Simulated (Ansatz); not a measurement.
The reference is PbS in the rock salt structure (space group Fm-3m, No. 225; a = 6.0089 Å).

The values are results of PBE in Ansatz (plane waves to 420 eV, PAW, no SOC), not measurements.

For the base:

```
Item                 Value
-------------  -----------
Pressure          0.00 GPa
Gap character  direct at L
```

Modification: the cell is scaled by 1.0250 in all directions; the atoms relax in the strained cell.

Problem. What happens to the pressure, energy relative to the base and gap character?

Solution. The pressure goes from zero to -3.33 GPa; the energy increases by 23 meV/atom; the gap character is still direct at L.

With Pb present, leaving out spin-orbit coupling can change the band edges. Whether these cells are dynamically stable was not tested.

Ansatz is a first-principles code.
